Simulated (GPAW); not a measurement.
Band structure of Mg2Si (Fm-3m, 3 atoms in the cell).

```xyz
3
Lattice="0.0000 3.1369 3.1369 3.1369 0.0000 3.1369 3.1369 3.1369 0.0000" Properties=species:S:1:pos:R:3 pbc="T T T"
Mg     1.5684     1.5684     1.5684
Mg     4.7053     4.7053     4.7053
Si     0.0000     0.0000     0.0000
```

Computed with PBE, GPAW PAW datasets PBE (gpaw-data 1.0.1) (plane waves; GPAW).

Settings: mode = pw; ecut = 800 eV; xc = PBE; kpts = 6 6 6; mesh shift (steps) = 0 0 0; occupations.name = fermi-dirac; occupations.width = 0.02 eV; nbands = -8; convergence.density = 1e-05 e/electron; convergence.energy = 1e-05 eV/electron; convergence.bands = -6; symmetry.symmorphic = false; symmetry.tolerance = 0.0005; maxiter = 100.

The starting cell comes from a database of computed structures (which also holds hypothetical and non-ambient phases and stackings), without a prior relaxation at this level. Its lattice was rescaled by a random factor within 2.5 % of one.

Predict the gap along the standard path and the places of the band edges.

The gap along the path is 0.16 eV, from Γ to X; the smallest direct gap on it is 2.10 eV.

Levels in eV from the top of the valence band on the SCF mesh, bands 9 to 16:
```
point      9     10     11     12    13    14    15    16
-----  -----  -----  -----  -----  ----  ----  ----  ----
Γ      -9.27   0.00   0.00   0.00  2.10  2.62  2.62  2.62
X      -7.19  -4.52  -1.99  -1.99  0.16  0.47  8.15  8.15
W      -7.14  -3.67  -3.67  -2.74  2.68  3.68  3.68  4.00
K      -7.21  -4.09  -3.52  -1.66  0.71  3.05  5.95  6.23
L      -7.78  -4.87  -0.71  -0.71  1.41  2.57  2.57  5.10
U      -7.21  -4.09  -3.52  -1.66  0.71  3.05  5.95  6.23
```
